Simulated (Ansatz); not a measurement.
An Ansatz (an electronic-structure program) input (PBEsol/PAW in Ansatz, spin-orbit coupling left out):

Ansatz 0.2 input:
```yaml
crystal:
  lattice:
    - [3.3014332356, 0, 0]
    - [0, 3.3014332356, 0]
    - [0, 0, 19.668931657]
  atoms:
    - { symbol: C, position: [0.25, -0.25, 0.3813120169] }
    - { symbol: Zr, position: [0.75, 0.25, 0.3813120169] }
    - { symbol: C, position: [0.75, -0.75, 0.5] }
    - { symbol: Zr, position: [1.25, -0.25, 0.5] }
    - { symbol: C, position: [1.25, -1.25, 0.6186879831] }
    - { symbol: Zr, position: [1.75, -0.75, 0.6186879831] }
basis: { ecutwfc: 420, ecutrho_ratio: 4, xc_grid: 2, fft_grid_basis: typed }
kpoints: { mp_grid: { grid: [14, 14, 1] } }
hamiltonian:
  xc: pbesol
  dispersion: none
  pseudopotentials: { kind: paw }
scf: { occupations: { method: fermi_dirac, width: 0.05 }, convergence: { dr2_threshold: 0.0000000006 } }
relax: { f_tol: 0.01, max_steps: 50 }
output: { forces: true, stress: true }
checkpoint: { write: state.ck, write_every: 1000 }
```

Task: Which symmetry and how many k-points will the program report, and about how many plane waves at Γ?

Result: Space group P4/mmm (ITA 123) with 16 operations, k-points 36 of 196, and 4225 plane waves at Γ.

Whether these cells are dynamically stable was not tested. All final runs are without spin polarisation. The cell was made from ZrC in the rock salt structure (space group Fm-3m, No. 225) by this change: a free-standing slab of 3 layers (6 atoms, 2 a layer) is cut normal to the z axis, with 15 Å of vacuum and the in-plane cell held at bulk.
